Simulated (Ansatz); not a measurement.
# Point defects in TaSi2

Take a 9-atom supercell of TaSi₂ (space group P6_222, No. 180) at its relaxed geometry as the base.

```
TaSi2
1.0
    4.75877     0.00000     0.00000
   -2.37939     4.12122     0.00000
   -2.37939    -4.12122     6.56064
Ta Si
3 6
Cartesian
  2.37939   0.00000   0.00000
  1.18969   2.06061   2.18688
  1.18969  -2.06061   4.37376
  0.00000   1.31334   0.00000
 -1.13739   0.65667   2.18688
 -1.13739  -0.65667   4.37376
  2.37939   2.80788   0.00000
  1.13739  -0.65667   2.18688
  1.13739   0.65667   4.37376
```

One neutral defect a cell, atoms relaxed at fixed cell.

The values are results of PBEsol, PAW, 420 eV (Ansatz, a first-principles code; without spin-orbit coupling), not measurements.

| variant | largest displacement of a host atom from its site in the perfect cell | pressure |
|---|---|---|
| perfect supercell | – | 0.0 GPa |
| Ta vacancy, symmetric start | 0.38 Å | -5.1 GPa |
| H interstitial (started 1.71 Å from the nearest host atom), symmetric start | 0.11 Å | 4.3 GPa |
| Ta interstitial (started 1.71 Å from the nearest host atom), symmetric start | 0.52 Å | 55.7 GPa |

The cell is small, so the values are those of an ordered compound at a high defect concentration; dilute-limit values will differ. The defect started on the symmetric site and kept its symmetry, so it may sit on a saddle. All final runs are without spin polarisation. An odd electron count without spin: TaSi2.
